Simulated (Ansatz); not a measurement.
# HfSi₂ (model structure, started from the fluorite type, Fm-3m, No. 225, 3 atoms in the cell)

Calculation: PBE-D3(BJ) (PAW; Ansatz, a program for electronic structure).

Run with plane-wave cutoff 500 eV, 10×10×10 k mesh, Fermi–Dirac smearing 0.05 eV, scalar-relativistic PAW data made under PBE.

Cell (relaxed at this level):

```cif
data_Hf4Si8
_chemical_formula_sum 'Hf4 Si8'
_space_group_name_H-M_alt 'Fm-3m'
_space_group_IT_number 225
_space_group_name_Hall '-F 4 2 3'
_cell_length_a 6.18566
_cell_length_b 6.18566
_cell_length_c 6.18566
_cell_angle_alpha 90.000
_cell_angle_beta 90.000
_cell_angle_gamma 90.000
loop_
_atom_site_label
_atom_site_type_symbol
_atom_site_symmetry_multiplicity
_atom_site_Wyckoff_symbol
_atom_site_fract_x
_atom_site_fract_y
_atom_site_fract_z
_atom_site_occupancy
Hf1 Hf 4 a 0.00000 0.00000 0.00000 1
Si1 Si 8 c 0.25000 0.25000 0.25000 1
```
(The calculation used a cell of 3 atoms; values per cell refer to that cell.)

band gap: none

Note: the relaxation could raise the start's symmetry but not lower it, so the cell can be a saddle point.

Spin–orbit coupling is not included.

The computed numbers hold no vibrational or temperature effects.

Cost on a shared machine: very roughly 13 core-seconds.

A model structure was made by putting elements into a prototype or built by hand; it is no filed structure, need not be a known phase, and can be a saddle point held by its symmetry.
